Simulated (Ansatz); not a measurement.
Take SnTe in the rock salt structure (space group Fm-3m, No. 225; a = 6.289 Å) as the base. Axes: x, y, z lie along the cube axes.

The values are results of PBEsol/PAW in Ansatz (a first-principles code), without spin-orbit coupling, not measurements.

For the base:

- Volume per atom = 31.09 Å³

Modification: tensile biaxial strain of 2.00 % in the plane normal to [001], as in epitaxy on a mismatched substrate; the out-of-plane cell vector and the atoms relax.

### Question
What does the calculation give for the in-plane stress, energy relative to the base and volume per atom after the change?

### Answer
The mean in-plane stress (compression positive) comes out as -2.4 GPa; the energy grows by 10 meV/atom; the volume per atom rises by 1.233 Å³ to 32.33 Å³.

Whether these cells are dynamically stable was not tested.
